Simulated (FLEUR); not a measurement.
Band structure of Ba (Cmcm, 2 atoms in the cell).

```
Ba
1.0
    2.15649    -3.91208     0.00000
    2.15649     3.91208     0.00000
    0.00000     0.00000     7.26927
Ba
2
Cartesian
  2.15649  -1.17049   5.45195
  2.15649   1.17049   1.81732
```

Method of the run: PBEsol, all-electron FLAPW (FLEUR), scalar-relativistic valence in FLEUR.

Settings: Kmax = 3.8 1/bohr; GmaxXC = 15.2 1/bohr; xcFunctional = PBEs; jspins = 1; l_soc = F; mode = hist; fermiSmearingEnergy = 0.00999582 Htr; mesh (inpgen div1-3) = 6 6 3; inpgen gamma flag = true; Gmax = 15.2 1/bohr; numbands = 0; maxIterBroyd = 99; imix = Anderson; alpha = 0.05.

The starting cell comes from a database of computed structures (which also holds hypothetical and non-ambient phases and stackings), without a prior relaxation at this level. Its lattice was rescaled by a random factor within 2.5 % of one. Values depend on the basis (sphere radii, cutoffs, local orbitals), which need not be converged.

Levels in eV from the Fermi level, bands 7 to 14:
| point | 7 | 8 | 9 | 10 | 11 | 12 | 13 | 14 |
|---|---|---|---|---|---|---|---|---|
| Γ | -13.72 | -13.72 | -2.80 | -0.99 | 1.11 | 1.52 | 1.62 | 2.10 |
| X | -13.95 | -13.87 | -0.12 | 0.09 | 0.15 | 0.37 | 0.98 | 1.42 |
| S | -13.81 | -13.81 | -0.76 | -0.44 | -0.31 | 0.73 | 1.50 | 1.69 |
| R | -13.83 | -13.83 | -0.74 | -0.74 | 0.39 | 0.39 | 1.63 | 1.63 |
| A | -13.81 | -13.81 | 0.08 | 0.08 | 0.27 | 0.27 | 0.86 | 0.86 |
| Z | -13.74 | -13.74 | -1.83 | -1.83 | 0.99 | 0.99 | 1.64 | 1.64 |
| Y | -13.86 | -13.76 | -0.63 | -0.47 | -0.01 | 0.54 | 0.97 | 1.65 |
| X1 | -13.95 | -13.87 | -0.12 | 0.09 | 0.15 | 0.37 | 0.98 | 1.42 |
| A1 | -13.81 | -13.81 | 0.08 | 0.08 | 0.27 | 0.27 | 0.86 | 0.86 |
| T | -13.81 | -13.81 | -0.87 | -0.87 | 0.48 | 0.48 | 1.44 | 1.44 |
